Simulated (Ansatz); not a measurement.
The starting structures come from a database of crystals and need not be the phases stable at ambient conditions.

By PBEsol, the system below comes out a metal.

A figure of merit of an interconnect metal is its ballistic conductance per area.

Consider the following.

```
CELL_PARAMETERS angstrom
      2.75750     0.00000     0.00000
      0.00000     8.31297     0.00000
      1.37875    -4.15648     1.98207
ATOMIC_POSITIONS crystal
  Mo 0.00000 0.00000 0.00000
  Pt 0.00000 0.66334 0.00000
  Pt 0.00000 0.33666 0.00000
```

Space group of this cell: Immm. The cell is taken as given; by PBEsol its mean pressure is -5.4 GPa.

The current flows along the normal of the first two printed cell vectors. No spin-orbit coupling; the value is a mean over 0.1 eV about the Fermi level.

Q: Give the ballistic conductance per area that PBEsol (Ansatz, an electronic-structure program) yields.

A: 0.74 × 10¹⁵ S/m² for both spins.
